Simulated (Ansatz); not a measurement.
We consider LaN (model structure, started from the zincblende type, F-43m, No. 216, 2 atoms in the cell), described by PBE in Ansatz (plane waves, PAW).

Numerical settings: plane-wave cutoff 520 eV, 10×10×10 k mesh, Fermi–Dirac smearing 0.01 eV, scalar-relativistic PAW data made under PBE.

Cell (relaxed at this level):

```cif
data_La4N4
_chemical_formula_sum 'N4 La4'
_space_group_name_H-M_alt 'F-43m'
_space_group_IT_number 216
_space_group_name_Hall 'F -4 2 3'
_cell_length_a 5.61285
_cell_length_b 5.61285
_cell_length_c 5.61285
_cell_angle_alpha 90.000
_cell_angle_beta 90.000
_cell_angle_gamma 90.000
loop_
_atom_site_label
_atom_site_type_symbol
_atom_site_symmetry_multiplicity
_atom_site_Wyckoff_symbol
_atom_site_fract_x
_atom_site_fract_y
_atom_site_fract_z
_atom_site_occupancy
N1 N 4 c 0.25000 0.25000 0.25000 1
La1 La 4 a 0.00000 0.00000 0.00000 1
```
(The calculation used a cell of 2 atoms; values per cell refer to that cell.)

Q: What does this level give for the band gap, smallest direct gap on the k points sampled and direct gap at Γ?

A: 
band gap: 1.17 eV
smallest direct gap on the k points sampled: 2.25 eV
direct gap at Γ: 3.10 eV

Note: the relaxation could raise the start's symmetry but not lower it, so the cell can be a saddle point.

Spin–orbit coupling is not included.

The computed numbers hold no vibrational or temperature effects.

A model structure was made by putting elements into a prototype or built by hand; it is no filed structure, need not be a known phase, and can be a saddle point held by its symmetry.

Ansatz is a quantum-chemistry and plane-wave program.
